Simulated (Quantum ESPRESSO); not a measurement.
Habitual settings against a tight run: TiCuGeAs (P4/nmm, 8 atoms in the cell)

Self-consistent single point.

```yaml
crystal:
  lattice:
    - [3.62569, 0.00000, 0.00000]
    - [0.00000, 3.62569, 0.00000]
    - [0.00000, 0.00000, 9.20961]
  atoms:
    - { symbol: Ti, position: [0.00000, 0.50000, 0.77650] }
    - { symbol: Ti, position: [0.50000, 0.00000, 0.22350] }
    - { symbol: Cu, position: [0.50000, 0.50000, 0.50000] }
    - { symbol: Cu, position: [0.00000, 0.00000, 0.50000] }
    - { symbol: Ge, position: [0.50000, 0.50000, 0.00000] }
    - { symbol: Ge, position: [0.00000, 0.00000, 0.00000] }
    - { symbol: As, position: [0.00000, 0.50000, 0.31223] }
    - { symbol: As, position: [0.50000, 0.00000, 0.68777] }
```

Computed with PBEsol, SSSP 1.1.2 efficiency (PBE) pseudopotentials (plane waves; Quantum ESPRESSO).

Base settings: ecutwfc = 50 Ry; ecutrho = 400 Ry; occupations = smearing; smearing = fermi-dirac; degauss = 0.0073499 Ry; input_dft = pbesol; K_POINTS = automatic 7 7 3 0 0 0; conv_thr = 1e-11 Ry.

Tight run (finer mesh or higher cutoff; not a proven limit): ecutwfc: 50 Ry → 70 Ry; ecutrho: 400 Ry → 560 Ry; conv_thr: 1e-11 Ry → 7.3e-11 Ry; K_POINTS: automatic 7 7 3 0 0 0 → automatic 10 10 5 0 0 0. It gave Fermi level (on the code's own zero) 13.72 eV; pressure -2.88 GPa; largest force (vector length) 0.054 eV/Å.

Quick runs, as changes from the base:
- A: the base itself
- B: ecutwfc: 50 Ry → 25 Ry; ecutrho: 400 Ry → 200 Ry; K_POINTS: automatic 7 7 3 0 0 0 → automatic 4 4 4 1 1 1
- C: ecutwfc: 50 Ry → 30 Ry; ecutrho: 400 Ry → 240 Ry; smearing: fermi-dirac → methfessel-paxton; degauss: 0.0073499 Ry → 0.0147 Ry; conv_thr: 1e-11 Ry → 7.3e-06 Ry; K_POINTS: automatic 7 7 3 0 0 0 → automatic 3 3 3 0 0 0
- D: ecutwfc: 50 Ry → 30 Ry; ecutrho: 400 Ry → 240 Ry; input_dft: pbesol → default; pseudopotentials: {Ti: ti_pbe_v1.4.uspp.F.UPF, Cu: Cu_pbe_v1.2.uspp.F.UPF, Ge: ge_pbe_v1.4.uspp.F.UPF, As: As.pbe-n-rrkjus_psl.0.2.UPF} → {Ti: ti_lda_v1.4.uspp.F.UPF, Cu: cu_lda_v1.2.uspp.F.UPF, Ge: ge_lda_v1.4.uspp.F.UPF, As: as_lda_v1.uspp.F.UPF}; K_POINTS: automatic 7 7 3 0 0 0 → automatic 6 6 6 0 0 0 [LDA (PZ)]
- E: ecutwfc: 50 Ry → 40 Ry; ecutrho: 400 Ry → 320 Ry; smearing: fermi-dirac → marzari-vanderbilt; degauss: 0.0073499 Ry → 0.036749 Ry; conv_thr: 1e-11 Ry → 7.3e-05 Ry; K_POINTS: automatic 7 7 3 0 0 0 → automatic 6 6 6 0 0 0

Energies are extrapolated to zero smearing width, which holds to low order in the width alone (under cold and Methfessel-Paxton smearing the free energy itself is taken).

Dashes: pressure of C, E, not trusted under this conv_thr with d or f elements; energy of D, another energy zero.

† marks runs with another functional, U, potentials or spin treatment: their distance from the tight run is not a convergence error alone.

The count of work is k-points × plane waves × bands × iterations; it is no time. Core times come from one kind of shared machine and are given to one figure; runs under 30 s give none.

The starting cell comes from a database of computed structures (which also holds hypothetical and non-ambient phases and stackings), without a prior relaxation at this level. Its lattice was rescaled by a random factor within 2.5 % of one. Spin polarisation is off, so a magnetic state, if there is one, cannot be reached. In the base run, with a pressure of about -3 GPa the cell is away from its equilibrium volume at this level.

```
run  energy less tight (meV/atom)  pressure less tight (GPa)  largest miss in a force vector (eV/Å)  count of work / tight  core time / tight (rough)
---  ----------------------------  -------------------------  -------------------------------------  ---------------------  -------------------------
A                             6.8                      -0.20                                  0.017                   0.23                        0.2
B                          2282.3                    -150.94                                  0.097                  0.023                       0.04
C                           330.8                          –                                  0.342                  0.019                       0.04
D†                              –                     -32.33                                  0.071                   0.18                        0.2
E                            15.8                          –                                  0.039                   0.18                        0.2
```

Among the runs at the tight run's level, the energy misses run from 6.8 to 2282.3 meV/atom.

Left out of this page: 1 run of the series outside the window shown, repeating another row's setting, or not comparable.
